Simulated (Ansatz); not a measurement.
Abridged Ansatz (an electronic-structure program) output:

```
Relaxation: its limit of steps is 60 (relax.max_steps)
Pseudopotential: Zr, paw, valence charge 12
Crystal: 2 atoms, lattice volume = 44.154 Å³
Basis set: ecut = 420 eV, 845 PW (Γ), exchange–correlation on 48×48×72 points (8 copies of the dense FFT grid, shifted against one another)
Bands: 16, of which v1, the nominal top of the filled ones, is band 12 counted from 1 (11 counted from 0)
Symmetry: 24 space group operations
k-points: 165 of 2601
Functional: x = pbesol(κ = 0.804, μ = 0.12345679012345678), c = pbesol(β = 0.046)
SCF iter   1: F=—  HF=-8257.514117 eV  |F-HF|=—  |Δ(HF+E_count)|=         —  Δρ=3.02e-2  dr2=5.07e-1  ethr=3.10e-3  ⟨swp⟩=5.1  Hψ=11342  notcnv=0
SCF iter   2: F=—  HF=-8257.387210 eV  |F-HF|=—  |Δ(HF+E_count)|=   1.27e-1  Δρ=1.86e-2  dr2=1.88e-1  ethr=2.11e-3  ⟨swp⟩=2.0  Hψ=4505  notcnv=0
SCF 1 converged in 6 iterations: F = -8257.320940 eV  dr2 = 6.46e-9
relax step   1: F+E_penalty+E_count = -8257.32093987 eV  Δ(F+E_penalty+E_count) = +0.000e0 eV  max|allowed force component| = 6.014e-17 eV/Å  Δτ_max = 0.0000 Å  P = +1.805 GPa  Ω = 44.154 Å³  (6 SCF iters, dr2 threshold 1.00e-7 eV, accepted)
[... steps on the carried basis left out ...]
relax step   7: F+E_penalty+E_count = -8257.30277622 eV  Δ(F+E_penalty+E_count) = +3.268e-5 eV  max|allowed force component| = 7.401e-17 eV/Å  Δτ_max = 0.0000 Å  P = +4.200 GPa  Ω = 43.179 Å³  stress off target by 8.18e-4 GPa  SCF on the basis re-selected at this cell (its energy is not comparable with the rows above)  (8 SCF iters)
SCF converged after 8 iterations
Free energy (F): -8257.302776 eV
Internal energy: -8257.286028 eV  (E = F + TS)
E sigma→0 (E₀):  -8257.294402 eV
Entropy (-TS):   -0.016749 eV (-8.374 meV/atom)
Fermi energy:    15.103416 eV
--- Forces (eV/Å), atoms counted from 1 ---
  atom   1  Zr     0.00000000    -0.00000000     0.00000000
  atom   2  Zr     0.00000000     0.00000000    -0.00000000
--- Stress (GPa, compression-positive) ---
        4.200165      -0.000000       0.000000
       -0.000000       4.200165       0.000000
        0.000000       0.000000       4.200818
  P = ⅓ Tr σ = 4.2004 GPa (42.004 kbar)
--- Relaxed structure (6 steps of the walk, 5 accepted, 1 SCFs on fresh bases) ---
  cell:  # Å, volume = 43.1795 Å³
    - [3.1371697172254835, -1.12238178457401e-37, 0.0]
    - [-1.5685848586127418, 2.716868671100512, 0.0]
    - [0.0, 0.0, 5.066062882523232]
  atoms:
    - { symbol: Zr, position: [0.3333333333333333, 0.6666666666666666, 0.7500000000000001] }
    - { symbol: Zr, position: [0.6666666666666665, 0.3333333333333333, 0.25] }
```

Question: What was computed, and what are the main results?

Answer: Zr, 2 atoms in the cell, with Ansatz PBEsol, no SOC, earlier PAW set, from a series relaxed to a target (pressure 4.2 GPa). The last SCF converged to F = -8257.302776 eV, or -4128.6514 eV per atom, at a pressure of 4.20 GPa. The total energy compares only with runs of the same code, potentials and settings.

Load acts through the strain it causes; cell and atoms are relaxed under it. Stability against distortions was not tested. The final runs are not spin-polarised. Measured, Zr leaves this structure (for the ω phase) near 3 GPa (temperature not stated; as listed in C. Cazorla, D. Alfè, M. J. Gillan, Physical Review B (2008)). The cell was made from Zr in the hcp (Mg type) structure (space group P6_3/mmc, No. 194) by this change: pressure 4.2 GPa.

Keys are those of Ansatz 0.2.
